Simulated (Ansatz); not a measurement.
Cubic perovskite KMgF₃ was calculated with PBE0 (Ansatz, a quantum-chemistry and plane-wave program, PAW).

Settings: plane-wave cutoff 460 eV, 6×6×6 k mesh, Fermi–Dirac smearing 0.01 eV, scalar-relativistic PAW data made under PBE.

The cell has the measured lattice parameters. Conventional cell: a = 3.9897 Å, b = 3.9897 Å, c = 3.9897 Å, α = 90.00°, β = 90.00°, γ = 90.00°.

```
KMgF3
1.0
    3.98970     0.00000     0.00000
    0.00000     3.98970     0.00000
    0.00000     0.00000     3.98970
K Mg F
1 1 3
Cartesian
  0.00000   0.00000   0.00000
  1.99485   1.99485   1.99485
  1.99485   0.00000   1.99485
  0.00000   1.99485   1.99485
  1.99485   1.99485   0.00000
```

**Question.** List the 18 lowest band energies at Γ above −25 eV (eV, relative to the valence band maximum), grouping those that round alike.

**Answer.** At Γ: -21.68, -21.01 (×2), -9.19 (×3), -2.47 (×3), -0.66 (×3), -0.30 (×3), 10.32, 13.20 (×2).

Note: the run warned that its exchange threshold was loose for the stress; cell and atoms aren't relaxed at this level (pressure 0.8 GPa).
